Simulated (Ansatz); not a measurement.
Ansatz (a first-principles code) run on Sb (R-3m, 2 atoms in the cell): self-consistent single point.

Method: PBEsol, PAW files made with PBE (plane waves; Ansatz).

The change in words: lattice scaled by 0.98; basis.ecutwfc: 420 eV → 840 eV. Reference geometry:
```
CELL_PARAMETERS angstrom
      3.97713    -2.16578     0.00000
      3.97713     2.16578     0.00000
      2.79774     0.00000     3.56101
ATOMIC_POSITIONS crystal
  Sb 0.23791 0.23791 0.23791
  Sb 0.76650 0.76650 0.76650
```

Reference input (self-consistent single point, DFT, PBEsol, plane waves, PAW files made with PBE): basis.ecutwfc = 420 eV; kpoints.mp_grid.grid = 9 9 9; hamiltonian.xc = pbesol; hamiltonian.pseudopotentials = {kind: paw} (the program's default PAW files); scf.occupations.method = fermi_dirac; scf.occupations.width = 0.1 eV. This run's input differs from it in these lines:

Ansatz 0.2 input:
```diff
@@ -3,10 +3,10 @@
   lattice:
-    - [3.977128, -2.165775, 0.000000]
-    - [3.977128, 2.165775, 0.000000]
-    - [2.797739, 0.000000, 3.561009]
+    - [3.897585, -2.122460, 0.000000]
+    - [3.897585, 2.122460, 0.000000]
+    - [2.741784, 0.000000, 3.489789]
   atoms:
-    - { symbol: Sb, position_ang: [2.558050, 0.000000, 0.847214] }
-    - { symbol: Sb, position_ang: [8.241404, 0.000000, 2.729513] }
+    - { symbol: Sb, position_ang: [2.506889, 0.000000, 0.830270] }
+    - { symbol: Sb, position_ang: [8.076575, 0.000000, 2.674923] }
 basis:
-  ecutwfc: 420.0
+  ecutwfc: 840.0
 kpoints:
```

Output, abridged:

```
SCF iter   1: F=—  HF=-12816.333915 eV  |F-HF|=—  |Δ(HF+E_count)|=         —  Δρ=1.52e-2  dr2=9.97e-2  ethr=3.10e-3  ⟨swp⟩=6.2  Hψ=8766  notcnv=0
all-band conjugate gradients solve this SCF's bands
preconditioner: auto → Kerker (q_TF=auto, 2.446 Å⁻¹)
SCF iter   2: F=—  HF=-12816.326887 eV  |F-HF|=—  |Δ(HF+E_count)|=   7.03e-3  Δρ=9.83e-3  dr2=4.40e-2  ethr=3.32e-4  ⟨swp⟩=1.0  Hψ=2300  notcnv=0
SCF iter   3: F=—  HF=-12816.322746 eV  |F-HF|=—  |Δ(HF+E_count)|=   4.14e-3  Δρ=1.22e-3  dr2=1.25e-3  ethr=1.47e-4  ⟨swp⟩=2.0  Hψ=2870  notcnv=0
SCF iter   4: F=—  HF=-12816.322862 eV  |F-HF|=—  |Δ(HF+E_count)|=   1.15e-4  Δρ=7.09e-4  dr2=2.24e-4  ethr=4.16e-6  ⟨swp⟩=2.0  Hψ=2894  notcnv=0
SCF iter   5: F=—  HF=-12816.322698 eV  |F-HF|=—  |Δ(HF+E_count)|=   1.64e-4  Δρ=2.52e-4  dr2=5.74e-5  ethr=7.46e-7  ⟨swp⟩=2.0  Hψ=2884  notcnv=0
SCF iter   6: F=—  HF=-12816.322722 eV  |F-HF|=—  |Δ(HF+E_count)|=   2.44e-5  Δρ=5.01e-5  dr2=2.25e-6  ethr=1.91e-7  ⟨swp⟩=2.0  Hψ=1912  notcnv=0
SCF iter   7: F=-12816.322722 eV  HF=-12816.322722 eV  |F-HF|=2.30e-9  |Δ(HF+E_count)|=   3.66e-7  Δρ=7.83e-6  dr2=2.71e-8  ethr=3.33e-10  ⟨swp⟩=4.7  Hψ=9625  notcnv=0
SCF 1 converged in 7 iterations: F = -12816.322722 eV  dr2 = 2.71e-8
Free energy (F): -12816.322722 eV
Internal energy: -12816.309952 eV  (E = F + TS)
E sigma→0 (E₀):  -12816.316337 eV
Entropy (-TS):   -0.012770 eV (-6.385 meV/atom)
Fermi energy:    10.813938 eV
--- Forces (eV/Å), atoms counted from 1 ---
  atom   1  Sb     0.13847424    -0.00000000     0.04586200
  atom   2  Sb    -0.13847424     0.00000000    -0.04586200
--- Stress (GPa, compression-positive) ---
        1.616964       0.000000      -0.282070
        0.000000       2.468638       0.000000
       -0.282070       0.000000       2.375217
  P = ⅓ Tr σ = 2.1536 GPa (21.536 kbar)
  The stress holds the Pulay correction. Without it, at fixed plane waves, as pw.x and ABINIT print it: P = 2.1535 GPa
```

The run converged in 7 iterations. Against the reference run the free energy rises by 2.1 meV/atom, the pressure goes from -1.45 to 2.15 GPa and the largest force goes from 0.151 to 0.146 eV/Å.

The starting cell has typed, rounded lattice constants, without a prior relaxation at this level. Its lattice was rescaled by up to half a per cent. One atom was moved a little off its site on purpose. For this run, on top of that: lattice scaled by 0.98. Ansatz's pressure includes its estimate of the finite-basis (Pulay) stress.
